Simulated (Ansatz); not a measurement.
**Response to strain in Ga2O3**

Take Ga2O3 in the corundum structure (space group R-3c, No. 167; a = 4.950 Å, c = 13.306 Å (hexagonal axes)) as the base. Axes: x lies along a and z along c of the hexagonal cell.

Strains are applied to the cell and any free atomic positions relax.

Computed with LDA (Ansatz, a first-principles code; PAW; 420 eV plane waves; no spin-orbit coupling).

Candidates:
(a) uniaxial strain ε_xx = −0.75 %
(b) uniaxial strain ε_xx = −2.25 %
(c) uniaxial strain ε_xx = −3.00 %
(d) uniaxial strain ε_xx = −1.50 %

Base values:

| Property | Result |
|---|---|
| Band gap | 3.04 eV |

Order them by band gap, lowest first.

(a) uniaxial strain ε_xx = −0.75 % (3.13 eV), (d) uniaxial strain ε_xx = −1.50 % (3.22 eV), (b) uniaxial strain ε_xx = −2.25 % (3.30 eV), (c) uniaxial strain ε_xx = −3.00 % (3.38 eV)

Whether these cells are dynamically stable was not tested.
